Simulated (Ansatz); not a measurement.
## A constructed model of the (100) surface of fcc Ag, a pseudomorphic layer of Au in the host's stacking (bottom of the slab: a bare face, its two planes held)

These are PBE (plane waves to 420 eV, PAW; Ansatz, a first-principles code) values and carry that method's errors.

Slab: 7 atoms, 12.4 Å thick at the start; k 13x13x1, smearing 0.1 eV, dipole-corrected; 2 atoms held, the rest relaxed; held to the start's symmetry, so lower structures may exist; no spin, no spin-orbit, no U. It is one candidate, not shown to be the stable structure of the face.

| Item | Result |
|---|---|
| work function of the top face | 5.00 eV |
| energy released by relaxation | 0.002 eV |
| cost | around 60 core-seconds (rough) |
